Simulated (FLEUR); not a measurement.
**Input and output of a self-consistent single point for ZrBRh3 (Pm-3m, 5 atoms in the cell) (FLEUR)**

Level of theory: FLEUR with PBEsol, all-electron FLAPW (FLEUR), scalar-relativistic valence.

Input as run:

Input of the input generator:

```
ZrBRh3 FLAPW
&input film=f /
7.7729348794 0.0000000000 0.0000000000
0.0000000000 7.7729348794 0.0000000000
0.0000000000 0.0000000000 7.7729348794
1.0
1.0 1.0 1.0

5
40 0.0000000000 0.0000000000 0.0000000000
5 0.5000000000 0.5000000000 0.5000000000
45 0.0000000000 0.5000000000 0.5000000000
45 0.5000000000 0.0000000000 0.5000000000
45 0.5000000000 0.5000000000 0.0000000000

&comp jspins=1 /
&exco xctyp='PBEs' /
&kpt div1=5 div2=5 div3=5 /
&end /
```

```xml
<?xml version="1.0" encoding="UTF-8" standalone="no"?>
<fleurInput fleurInputVersion="0.39">
   <comment>
      ZrBRh3 FLAPW                                                                                        
   </comment>
   <calculationSetup>
      <cutoffs Kmax="4.6" Gmax="18.4" GmaxXC="18.4" numbands="0"/>
      <scfLoop itmax="80" minDistance="0.00001" maxIterBroyd="15" imix="Anderson" alpha="0.05" precondParam="0.0" spinf="2.0"/>
      <coreElectrons ctail="T" frcor="F" kcrel="0" coretail_lmax="0"/>
      <xcFunctional name="PBEs" relativisticCorrections="F"/>
      <magnetism jspins="1"/>
      <soc l_soc="F" theta="0.0" phi="0.0" spav="F"/>
      <expertModes spex="0" secvar="F"/>
      <geometryOptimization l_f="T" forcealpha="1.0" forcemix="BFGS" epsdisp="0.00001" epsforce="0.00001"/>
      <ldaU l_linMix="F" mixParam="0.05" spinf="1.0"/>
   </calculationSetup>
   <cell>
      <bzIntegration valenceElectrons="60.0" mode="gauss" fermiSmearingEnergy="0.00367493">
         <kPointListSelection listName="default-1"/>
         <!-- k-points included here -->
         <xi:include xmlns:xi="http://www.w3.org/2001/XInclude" href="kpts.xml"> </xi:include>
      </bzIntegration>
      <!-- symmetry operations included here -->
      <xi:include xmlns:xi="http://www.w3.org/2001/XInclude" href="sym.xml"> </xi:include>
      <bulkLattice scale="1.0">
         <bravaisMatrix>
            <row-1>    7.7729348794000002     0.0000000000000000     0.0000000000000000</row-1>
            <row-2>    0.0000000000000000     7.7729348794000002     0.0000000000000000</row-2>
            <row-3>    0.0000000000000000     0.0000000000000000     7.7729348794000002</row-3>
         </bravaisMatrix>
      </bulkLattice>
   </cell>
   <atomSpecies>
      <species name="Zirconium (Zr)" element="Zr" atomicNumber="40">
         <mtSphere radius="2.68" gridPoints="925" logIncrement="0.014"/>
         <atomicCutoffs lmax="10" lnonsphr="8"/>
         <electronConfig flipSpins="F">
            <coreConfig>(1s1/2) (2s1/2) (2p1/2) (2p3/2) (3s1/2) (3p1/2) (3p3/2) (3d3/2) (3d5/2)</coreConfig>
            <valenceConfig>(4s1/2) (4p1/2) (4p3/2) (5s1/2) (4d3/2) (4d5/2)</valenceConfig>
            <stateOccupation state="(4d3/2)" spinUp="0.4" spinDown="0.4"/>
            <stateOccupation state="(4d5/2)" spinUp="0.6" spinDown="0.6"/>
         </electronConfig>
         <energyParameters s="5" p="5" d="4" f="4"/>
         <lo type="SCLO" l="0" n="4" eDeriv="0"/>
         <lo type="SCLO" l="1" n="4" eDeriv="0"/>
      </species>
      <species name="Boron (B)" element="B" atomicNumber="5">
         <mtSphere radius="1.31" gridPoints="453" logIncrement="0.022"/>
         <atomicCutoffs lmax="6" lnonsphr="4"/>
         <electronConfig flipSpins="F">
            <coreConfig>(1s1/2)</coreConfig>
            <valenceConfig>(2s1/2) (2p1/2) (2p3/2)</valenceConfig>
            <stateOccupation state="(2p1/2)" spinUp="0.1666666666667" spinDown="0.1666666666667"/>
            <stateOccupation state="(2p3/2)" spinUp="0.3333333333333" spinDown="0.3333333333333"/>
         </electronConfig>
         <energyParameters s="2" p="2" d="3" f="4"/>
      </species>
      <species name="Rhodium (Rh)" element="Rh" atomicNumber="45">
         <mtSphere radius="2.32" gridPoints="801" logIncrement="0.016"/>
         <atomicCutoffs lmax="10" lnonsphr="8"/>
         <electronConfig flipSpins="F">
            <coreConfig>(1s1/2) (2s1/2) (2p1/2) (2p3/2) (3s1/2) (3p1/2) (3p3/2) (4s1/2) (3d3/2) (3d5/2)</coreConfig>
            <valenceConfig>(4p1/2) (4p3/2) (5s1/2) (4d3/2) (4d5/2)</valenceConfig>
            <stateOccupation state="(5s1/2)" spinUp="0.5" spinDown="0.5"/>
            <stateOccupation state="(4d3/2)" spinUp="1.6" spinDown="1.6"/>
            <stateOccupation state="(4d5/2)" spinUp="2.4" spinDown="2.4"/>
         </electronConfig>
         <energyParameters s="5" p="5" d="4" f="4"/>
         <lo type="SCLO" l="1" n="4" eDeriv="0"/>
      </species>
   </atomSpecies>
   <atomGroups>
      <atomGroup species="Zirconium (Zr)">
         <relPos label="                   1">.0000000000 .0000000000 .0000000000</relPos>
         <force calculate="T" relaxXYZ="TTT"/>
      </atomGroup>
      <atomGroup species="Boron (B)">
         <relPos label="                   2">1.000/2.000 1.000/2.000 1.000/2.000</relPos>
         <force calculate="T" relaxXYZ="TTT"/>
      </atomGroup>
      <atomGroup species="Rhodium (Rh)">
         <relPos label="                   3">.0000000000 1.000/2.000 1.000/2.000</relPos>
         <relPos label="                   4">1.000/2.000 .0000000000 1.000/2.000</relPos>
         <relPos label="                   5">1.000/2.000 1.000/2.000 .0000000000</relPos>
         <force calculate="T" relaxXYZ="TTT"/>
      </atomGroup>
   </atomGroups>
   <output dos="F" band="F" slice="F">
      <checks vchk="F" cdinf="F"/>
      <bandDOS minEnergy="-.5*Htr" maxEnergy="0.5*Htr" sigma="0.015" storeEVData="T"/>
      <vacuumDOS vacdos="F" integ="F" star="F" nstars="0" locx1="0.0" locy1="0.0" locx2="0.0" locy2="0.0" nstm="0" tworkf="0.0"/>
      <unfoldingBand unfoldBand="F" supercellX="1" supercellY="1" supercellZ="1"/>
      <plotting iplot="0" polar="F">
         <plot TwoD="T" vec1="  1.0  0.0  0.0" vec2="  0.0  1.0  0.0" vec3="  0.0  0.0  1.0" zero="  0.0  0.0  0.0" file="plot"/>
      </plotting>
      <chargeDensitySlicing numkpt="0" minEigenval="0.0" maxEigenval="0.0" nnne="0" pallst="F"/>
      <specialOutput eonly="F"/>
      <magneticCircularDichroism mcd="F" energyLo="-10.0" energyUp="0.0"/>
   </output>
  <!-- We include the file relax.xml here to enable relaxations (see documentation) -->
  <xi:include xmlns:xi="http://www.w3.org/2001/XInclude" href="relax.xml"> <xi:fallback/> </xi:include>
</fleurInput>
```

Log, with long lists cut:

```
      Welcome to FLEUR        (www.flapw.de)
      MaX-Release 8.1          (www.max-centre.eu)

 ========== k-point set info ==========
 Selected k-point list: default-1
 k-point list type: mesh
 5 x 5 x 5
 Number of k points: 10

 ------------Calculation Setup---------------------------
           1           2           5          10
 Number of basis functions:          822
 Iteration:     1   Distance:      19.37462632 me/bohr^3
 Iteration:     2   Distance:      16.21221641 me/bohr^3
 Iteration:     3   Distance:       5.35218984 me/bohr^3
 Iteration:     4   Distance:       3.85169949 me/bohr^3
 Iteration:     5   Distance:       3.11746114 me/bohr^3
 Iteration:     6   Distance:       1.12326096 me/bohr^3
   [... 8 lines left out ...]
 Iteration:    15   Distance:       0.00008244 me/bohr^3
 Iteration:    16   Distance:       0.00006564 me/bohr^3
 Iteration:    17   Distance:       0.00004089 me/bohr^3
 Iteration:    18   Distance:       0.00001132 me/bohr^3
 Iteration:    19   Distance:       0.00000294 me/bohr^3
 Run finished successfully
 Stop message:
   Structural relaxation: Done

[file out, last iteration]
             iter=     20
          p o t e n t i a l   g e n e r a t o r
[...]
          integral of pseudo charge density inside the slab=        0.000000   0.000000
     coulomb potential in the interstitial region:
          density-coulomb potential integrals
          total density-coulomb potenti   -28681.5236173373
          density-effective potential integrals for spin  1
          total density-effective poten   -2.9372701696E+04
          charge density-energy density integrals
          total charge density-energy d   -5.2606816436E+02
 Updated energy parameters for spin:           1
  Atom    1 5s branch from -1.27 to  2.13 htr. ; e_l =  0.4045
  Atom    1 5p branch from -0.41 to  2.72 htr. ; e_l =  0.5170
  Atom    1 4d branch from -5.72 to  0.90 htr. ; e_l =  0.5089
  Atom    1 4f branch from -9.99 to  2.21 htr. ; e_l =  0.7697
  Atom    1 4s branch from-14.15 to -1.27 htr. ; e_l(l -1.2974
  Atom    1 4p branch from-10.96 to -0.41 htr. ; e_l(l -0.4910
  Atom    2 2s branch from -5.80 to  4.25 htr. ; e_l = -0.1328
  Atom    2 2p branch from -9.99 to  3.12 htr. ; e_l =  0.0186
  Atom    2 3d branch from -9.99 to  7.77 htr. ; e_l =  0.2108
  Atom    2 4f branch from -9.99 to 12.67 htr. ; e_l =  0.3705
  Atom    3 5s branch from -2.34 to  2.43 htr. ; e_l =  0.3295
  Atom    3 5p branch from -1.13 to  3.17 htr. ; e_l =  0.4546
  Atom    3 4d branch from-10.38 to  0.72 htr. ; e_l =  0.4107
  Atom    3 4f branch from -9.99 to  2.64 htr. ; e_l =  0.7424
  Atom    3 4p branch from-17.06 to -1.13 htr. ; e_l(l -1.1868
[...]
 fermi energy and band-weighting factors:
at   0.40000   0.40000   0.40000   k-weight:    0.064000
   46 eigenvalues :
   -1.297358   -1.201334   -1.190306   -1.190306   -1.181078   -1.181078   -1.181071   -1.174511
   -1.174511   -1.174426   -0.489921   -0.489718   -0.489718    0.235153    0.270215    0.270215
    0.308893    0.353913    0.391851    0.392701    0.392701    0.414883    0.414883    0.424906
   [... lines left out ...]
          first approx. to ef    (T=0)  :   0.523803 htr   (energy of the highest occ. eigenvalue)
          total moment                 =     0.00000
 Direct bandgap for spin            1 :    2.9438357504124602E-002  Htr
   [... lines left out ...]
     t o t a l  e n e r g y
          sum of eigenvalues =            -10674.9194526286
          density-coulomb potential int   -28681.5236173373
          density-effective potential i   -29372.7016960205
          charge density-ex.-corr.energ     -526.0681643625
          el.-nucl. inter. diff. m.t.       4331.2706732656
          Madelung term for atom type:       -24.0219737738
          el.-nucl. inter. diff. m.t.         26.1791859789
          Madelung term for atom type:        -4.0397284208
          el.-nucl. inter. diff. m.t.      17338.8856127008
          Madelung term for atom type:       -77.3482253101
 ---->    total energy=                   -17970.7931290892 htr
 ---->    (input%tkb*entropy) TS=              0.0000000000 htr
 ---->    free energy=                    -17970.7931290892 htr
      extrapolation for T->0
 ---->    total electron energy=          -17970.7931290892 htr
 ***** TOTAL FORCES ON ATOMS *****
 TOTAL FORCE FOR ATOM TYPE=  1  X=  0.000   Y=  0.000   Z=  0.000
                       FX_TOT= 0.000000 FY_TOT= 0.000000 FZ_TOT= 0.000000
 TOTAL FORCE FOR ATOM TYPE=  2  X=  3.886   Y=  3.886   Z=  3.886
                       FX_TOT= 0.000000 FY_TOT= 0.000000 FZ_TOT= 0.000000
 TOTAL FORCE FOR ATOM TYPE=  3  X=  0.000   Y=  3.886   Z=  3.886
                       FX_TOT= 0.000000 FY_TOT= 0.000000 FZ_TOT= 0.000000
 Structural relaxation: Done
```

The run converged in 19 iterations. FLEUR gives forces in its relaxation mode, with a further iteration, so its stop message speaks of a relaxation.

The starting cell comes from a database of computed structures (which also holds hypothetical and non-ambient phases and stackings), without a prior relaxation at this level. Spin polarisation is off. Values depend on the basis (sphere radii, cutoffs, local orbitals), which need not be converged. The log's line on a gap gives a spacing of levels on this mesh, which the program prints for metals too.

Cost on one core of a shared machine: roughly 3 min.
